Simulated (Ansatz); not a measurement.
# What pressure 7.5 GPa does to ZrSe2

Start from ZrSe2 in the CdI2 type structure (space group P-3m1, No. 164; a = 3.662 Å, c = 5.842 Å; layered, stacked along the Cartesian z axis).

Perturbation: a hydrostatic pressure of 7.5 GPa.

All numbers come from PBEsol-D3(BJ) (Ansatz, a program for electronic structure; PAW; 420 eV plane waves; without spin-orbit coupling). k-mesh 15×15×8 (Γ-centred); smearing 0.05 eV (Fermi–Dirac).

```csv
quantity,base,changed,shift
volume per atom,22.61 Å³,20.14 Å³,-2.47 Å³
density,6.10 g/cm³,6.85 g/cm³,+0.75 g/cm³
lattice parameter a,3.662 Å,3.522 Å,-0.140 Å
c/a ratio,1.595,1.597,+0.0014
shortest interatomic distance,2.655 Å,2.613 Å,-0.042 Å
enthalpy H = E + PV relative to the base's energy,–,+0.99 eV/atom,–
band gap,zero,zero,–
```

Final structure:

```
ZrSe2
1.0
    3.52217     0.00000     0.00000
   -1.76109     3.05029     0.00000
    0.00000     0.00000     5.62379
Zr Se
1 2
Direct
  0.00000   0.00000   0.00000
  0.33333   0.66667   0.29182
  0.66667   0.33333   0.70818
```

Load acts through the strain it causes; cell and atoms are relaxed under it. Stability against distortions was not tested. Competing high-pressure phases were not computed. The final runs are not spin-polarised. A zero or small gap of ZrSe2 can be the functional's error rather than a property of the material.
